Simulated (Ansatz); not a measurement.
Input and output of a self-consistent single point for a (001) slab of Mg3Au (cut from a parent of space group no. 194; 8 atoms in the cell) (Ansatz, a first-principles code).

Level of theory: LDA (PW92), default PAW files made with PBE (plane waves; Ansatz).

The change in words: vacuum of 4 angstrom (first run: 14 Å). Reference geometry:
```xyz
8
Lattice="4.6499 0.0000 0.0000 -2.3249 4.0269 0.0000 0.0000 0.0000 21.1437" Properties=species:S:1:pos:R:3 pbc="T T T"
Mg     0.0000     0.0000     8.4590
Mg     0.0000     0.0000    12.6847
Mg     0.0000     2.6846    14.1437
Mg     2.3249     1.3423     7.0000
Mg     2.3249     1.3423     9.9179
Mg     0.0000     2.6846    11.2257
Au     0.0000     2.6846     8.4590
Au     2.3249     1.3423    12.6847
```

Reference input (self-consistent single point, DFT, LDA (PW92), plane waves, default PAW files made with PBE): basis.ecutwfc = 420 eV; kpoints.mp_grid.grid = 8 8 1; hamiltonian.xc = lda; hamiltonian.pseudopotentials = {kind: paw} (the program's default PAW files); scf.occupations.method = gaussian; scf.occupations.width = 0.1 eV. This run's input differs from it in these lines:

Ansatz 0.2 input:
```diff
@@ -4,12 +4,12 @@
     - [-2.32492900, 4.02689500, 0.00000000]
-    - [0.00000000, 0.00000000, 21.14372000]
+    - [0.00000000, 0.00000000, 11.14370200]
   atoms:
-    - { symbol: Mg, position: [0.00000000, 0.00000000, 0.40007200] }
-    - { symbol: Mg, position: [0.00000000, 0.00000000, 0.59992800] }
-    - { symbol: Mg, position: [0.33333300, 0.66666700, 0.66893200] }
-    - { symbol: Mg, position: [0.66666700, 0.33333300, 0.33106800] }
-    - { symbol: Mg, position: [0.66666700, 0.33333300, 0.46907100] }
-    - { symbol: Mg, position: [0.33333300, 0.66666700, 0.53092400] }
-    - { symbol: Au, position: [0.33333300, 0.66666700, 0.40007200] }
-    - { symbol: Au, position: [0.66666700, 0.33333300, 0.59992800] }
+    - { symbol: Mg, position: [0.00000000, 0.00000000, 0.31040000] }
+    - { symbol: Mg, position: [0.00000000, 0.00000000, 0.68960000] }
+    - { symbol: Mg, position: [0.33333300, 0.66666700, 0.82052600] }
+    - { symbol: Mg, position: [0.66666700, 0.33333300, 0.17947400] }
+    - { symbol: Mg, position: [0.66666700, 0.33333300, 0.44131600] }
+    - { symbol: Mg, position: [0.33333300, 0.66666700, 0.55867400] }
+    - { symbol: Au, position: [0.33333300, 0.66666700, 0.31040000] }
+    - { symbol: Au, position: [0.66666700, 0.33333300, 0.68960000] }
 basis:
```

Log, with long lists cut:

```
SCF iter   1: F=—  HF=-37140.640211 eV  |F-HF|=—  |Δ(HF+E_count)|=         —  Δρ=6.08e-3  dr2=1.80e-1  ethr=1.77e-3  ⟨swp⟩=8.8  Hψ=2438  notcnv=0  defer=3
all-band conjugate gradients solve this SCF's bands
preconditioner: auto → LDOS
SCF iter   2: F=—  HF=-37140.601157 eV  |F-HF|=—  |Δ(HF+E_count)|=   3.91e-2  Δρ=2.88e-3  dr2=1.33e-2  ethr=1.83e-4  ⟨swp⟩=2.0  Hψ=1213  notcnv=0  defer=37
   [... lines left out ...]
SCF iter   5: F=—  HF=-37140.592171 eV  |F-HF|=—  |Δ(HF+E_count)|=   1.46e-4  Δρ=8.20e-5  dr2=5.88e-5  ethr=5.64e-7  ⟨swp⟩=3.0  Hψ=1020  notcnv=0  defer=37
SCF iter   6: F=—  HF=-37140.592230 eV  |F-HF|=—  |Δ(HF+E_count)|=   5.90e-5  Δρ=2.08e-5  dr2=1.83e-6  ethr=6.00e-8  ⟨swp⟩=2.0  Hψ=664  notcnv=0  defer=37
SCF iter   7: F=—  HF=-37140.592231 eV  |F-HF|=—  |Δ(HF+E_count)|=   3.37e-7  Δρ=1.51e-5  dr2=6.54e-7  ethr=1.86e-9  ⟨swp⟩=2.0  Hψ=960  notcnv=0  defer=37
SCF iter   8: F=-37140.592230 eV  HF=-37140.592230 eV  |F-HF|=1.06e-9  |Δ(HF+E_count)|=   1.17e-7  Δρ=2.16e-6  dr2=1.40e-8  ethr=1.02e-10  ⟨swp⟩=10.2  Hψ=2842  notcnv=0
SCF 1 converged in 8 iterations: F = -37140.592230 eV  dr2 = 1.40e-8
Free energy (F): -37140.592230 eV
Internal energy: -37140.575566 eV  (E = F + TS)
E sigma→0 (E₀):  -37140.583898 eV
Entropy (-TS):   -0.016665 eV (-2.083 meV/atom)
Fermi energy:    6.309934 eV
--- Forces (eV/Å), atoms counted from 1 ---
  atom   1  Mg     0.00000000    -0.00000000    -0.05116492
  atom   2  Mg     0.00000000     0.00000000     0.05116492
  atom   3  Mg    -0.00000000     0.00000000    -0.20378522
  atom   4  Mg     0.00000000    -0.00000000     0.20378522
  atom   5  Mg    -0.00000000     0.00000000     0.07200406
  atom   6  Mg     0.00000000    -0.00000000    -0.07200406
  atom   7  Au     0.00000000     0.00000000    -0.01307071
  atom   8  Au     0.00000000    -0.00000000     0.01307071
--- Stress (GPa, compression-positive) ---
       -3.714645      -0.000000       0.000000
        0.000000      -3.714645      -0.000000
        0.000000       0.000000      -2.253876
  P = ⅓ Tr σ = -3.2277 GPa (-32.277 kbar)
  The stress holds the Pulay correction. Without it, at fixed plane waves, as pw.x and ABINIT print it: P = -3.2368 GPa
```

The run converged in 8 iterations. Against the reference run the free energy goes up by 2.6 meV/atom and the largest force goes from 0.430 to 0.204 eV/Å.

The starting cell comes from a database of computed structures (which also holds hypothetical and non-ambient phases and stackings), without a prior relaxation at this level. The slab is cut from that crystal, and its faces are unrelaxed. Its lattice was rescaled by up to half a per cent. Spin-orbit coupling is off.
